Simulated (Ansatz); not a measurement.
Consider interstitial Cu in monoclinic ZrO2 with all lengths changed by +1 %, charge state +1. These are PBE, PAW (plane waves to 420 eV; Ansatz, an electronic-structure program) values and carry that method's errors.

Cell of 96 host sites held at the strained lattice (strain from the relaxed PBE one, atoms relaxed); the Γ point alone; Fermi-Dirac width 0.01 eV, spin-restricted; finite-size errors left in. Energies are static. The charge state is imposed; whether it is stable for some Fermi level was not computed. Sites that were not tried may lie lower.

Barriers: single points on a 2×2×2 k-point mesh shifted by half a step at the bands' geometries.

Relaxed starting cell (atoms counted from 1):

```yaml
crystal:
  lattice:
    - [10.48246, 0.00000, 0.00000]
    - [0.00000, 10.58838, 0.00000]
    - [-1.82515, 0.00000, 10.71086]
  atoms:
    - { symbol: Zr, position: [0.13683, 0.22720, 0.35859] }
    - { symbol: Zr, position: [0.13901, 0.22274, 0.84369] }
    - { symbol: Zr, position: [0.13571, 0.72989, 0.35772] }
    - { symbol: Zr, position: [0.13708, 0.72709, 0.85366] }
    - { symbol: Zr, position: [0.63547, 0.22762, 0.35793] }
    - { symbol: Zr, position: [0.63720, 0.22672, 0.85484] }
    - { symbol: Zr, position: [0.63745, 0.72702, 0.35596] }
    - { symbol: Zr, position: [0.63741, 0.72740, 0.85495] }
    - { symbol: Zr, position: [0.36553, 0.27018, 0.14540] }
    - { symbol: Zr, position: [0.36421, 0.27250, 0.64254] }
    - { symbol: Zr, position: [0.36460, 0.77421, 0.14516] }
    - { symbol: Zr, position: [0.36411, 0.77201, 0.64470] }
    - { symbol: Zr, position: [0.84918, 0.27262, 0.14834] }
    - { symbol: Zr, position: [0.86142, 0.27301, 0.64432] }
    - { symbol: Zr, position: [0.86039, 0.77581, 0.14406] }
    - { symbol: Zr, position: [0.86275, 0.77274, 0.64400] }
    - { symbol: Zr, position: [0.36228, 0.47887, 0.39454] }
    - { symbol: Zr, position: [0.36360, 0.47608, 0.89444] }
    - { symbol: Zr, position: [0.36281, 0.97797, 0.39356] }
    - { symbol: Zr, position: [0.36303, 0.97664, 0.89326] }
    - { symbol: Zr, position: [0.86284, 0.47806, 0.39537] }
    - { symbol: Zr, position: [0.86164, 0.47826, 0.89339] }
    - { symbol: Zr, position: [0.86147, 0.97781, 0.39477] }
    - { symbol: Zr, position: [0.86353, 0.97670, 0.89348] }
    - { symbol: Zr, position: [0.14115, 0.01881, 0.10117] }
    - { symbol: Zr, position: [0.13827, 0.01964, 0.60238] }
    - { symbol: Zr, position: [0.13779, 0.53660, 0.10885] }
    - { symbol: Zr, position: [0.13700, 0.52243, 0.60557] }
    - { symbol: Zr, position: [0.63604, 0.02195, 0.10362] }
    - { symbol: Zr, position: [0.63700, 0.02187, 0.60572] }
    - { symbol: Zr, position: [0.63555, 0.52471, 0.10458] }
    - { symbol: Zr, position: [0.63727, 0.52261, 0.60526] }
    - { symbol: O, position: [0.03114, 0.08814, 0.42494] }
    - { symbol: O, position: [0.03425, 0.08511, 0.92234] }
    - { symbol: O, position: [0.03138, 0.58880, 0.42683] }
    - { symbol: O, position: [0.03127, 0.58977, 0.92845] }
    - { symbol: O, position: [0.53045, 0.08859, 0.42706] }
    - { symbol: O, position: [0.53196, 0.08709, 0.92499] }
    - { symbol: O, position: [0.53116, 0.58875, 0.42656] }
    - { symbol: O, position: [0.52997, 0.58716, 0.92559] }
    - { symbol: O, position: [0.46550, 0.41187, 0.07179] }
    - { symbol: O, position: [0.46810, 0.41200, 0.57169] }
    - { symbol: O, position: [0.46935, 0.91040, 0.07129] }
    - { symbol: O, position: [0.46751, 0.91147, 0.57217] }
    - { symbol: O, position: [0.96100, 0.42141, 0.07934] }
    - { symbol: O, position: [0.96810, 0.41160, 0.57298] }
    - { symbol: O, position: [0.96877, 0.91238, 0.07183] }
    - { symbol: O, position: [0.96840, 0.91090, 0.57159] }
    - { symbol: O, position: [0.46630, 0.33751, 0.32314] }
    - { symbol: O, position: [0.46768, 0.33775, 0.82206] }
    - { symbol: O, position: [0.46936, 0.83957, 0.32242] }
    - { symbol: O, position: [0.46899, 0.83670, 0.82232] }
    - { symbol: O, position: [0.96545, 0.33701, 0.32281] }
    - { symbol: O, position: [0.96876, 0.33797, 0.82344] }
    - { symbol: O, position: [0.96695, 0.84022, 0.32306] }
    - { symbol: O, position: [0.96829, 0.83797, 0.82155] }
    - { symbol: O, position: [0.02649, 0.15939, 0.17425] }
    - { symbol: O, position: [0.03077, 0.16058, 0.67250] }
    - { symbol: O, position: [0.03108, 0.66804, 0.17823] }
    - { symbol: O, position: [0.03124, 0.66077, 0.67682] }
    - { symbol: O, position: [0.53199, 0.16106, 0.17727] }
    - { symbol: O, position: [0.53228, 0.16199, 0.67591] }
    - { symbol: O, position: [0.53112, 0.66175, 0.17705] }
    - { symbol: O, position: [0.53206, 0.66099, 0.67678] }
    - { symbol: O, position: [0.22653, 0.37142, 0.48477] }
    - { symbol: O, position: [0.22119, 0.36520, 0.98585] }
    - { symbol: O, position: [0.22629, 0.87296, 0.48504] }
    - { symbol: O, position: [0.22680, 0.87072, 0.98558] }
    - { symbol: O, position: [0.72688, 0.37140, 0.48646] }
    - { symbol: O, position: [0.72556, 0.37177, 0.98619] }
    - { symbol: O, position: [0.72683, 0.87143, 0.48539] }
    - { symbol: O, position: [0.72731, 0.87239, 0.98529] }
    - { symbol: O, position: [0.28023, 0.12247, 0.00964] }
    - { symbol: O, position: [0.27230, 0.12890, 0.51169] }
    - { symbol: O, position: [0.27324, 0.62898, 0.01510] }
    - { symbol: O, position: [0.27231, 0.62883, 0.51499] }
    - { symbol: O, position: [0.77124, 0.12957, 0.01473] }
    - { symbol: O, position: [0.77157, 0.12835, 0.51460] }
    - { symbol: O, position: [0.77068, 0.62992, 0.01410] }
    - { symbol: O, position: [0.77253, 0.62816, 0.51453] }
    - { symbol: O, position: [0.27034, 0.12354, 0.26269] }
    - { symbol: O, position: [0.27424, 0.11791, 0.75812] }
    - { symbol: O, position: [0.27197, 0.62597, 0.26560] }
    - { symbol: O, position: [0.27228, 0.61908, 0.76501] }
    - { symbol: O, position: [0.77215, 0.12462, 0.26461] }
    - { symbol: O, position: [0.77304, 0.12119, 0.76455] }
    - { symbol: O, position: [0.77268, 0.62255, 0.26429] }
    - { symbol: O, position: [0.77316, 0.62096, 0.76472] }
    - { symbol: O, position: [0.22641, 0.38405, 0.23474] }
    - { symbol: O, position: [0.22720, 0.37604, 0.73460] }
    - { symbol: O, position: [0.22865, 0.88042, 0.23519] }
    - { symbol: O, position: [0.22700, 0.87626, 0.73499] }
    - { symbol: O, position: [0.72153, 0.38033, 0.23689] }
    - { symbol: O, position: [0.72683, 0.37852, 0.73596] }
    - { symbol: O, position: [0.72657, 0.88072, 0.23523] }
    - { symbol: O, position: [0.72701, 0.87770, 0.73530] }
    - { symbol: Cu, position: [0.08993, 0.28479, 0.07240] }
```
Cell charge +1.

End state 1 differs by these moves (Å; atoms that move under 0.08 Å are left out):

```tsv
atom	element	Δx	Δy	Δz
1	Zr	0.01	-0.15	0.00
2	Zr	-0.04	0.05	0.13
3	Zr	0.07	0.01	-0.07
13	Zr	0.14	-0.01	-0.05
21	Zr	-0.15	-0.01	0.03
27	Zr	0.04	-0.10	-0.16
45	O	0.09	-0.10	-0.06
53	O	-0.06	-0.09	0.07
59	O	0.05	-0.04	-0.06
66	O	0.07	0.09	-0.01
73	O	-0.09	0.09	0.06
75	O	0.03	0.03	-0.08
82	O	-0.03	0.03	0.07
83	O	0.10	0.01	-0.06
97	Cu	-0.45	1.91	2.68
```

Question: What is the computed forward and backward barriers to end state 1 (PBE, PAW)?

Answer: forward 1.32 eV, backward 1.32 eV; at the saddle point atom 97 has neighbours O at 1.85, O at 1.89, O at 1.97, O at 2.16 Å. The saddle point's order was not checked.
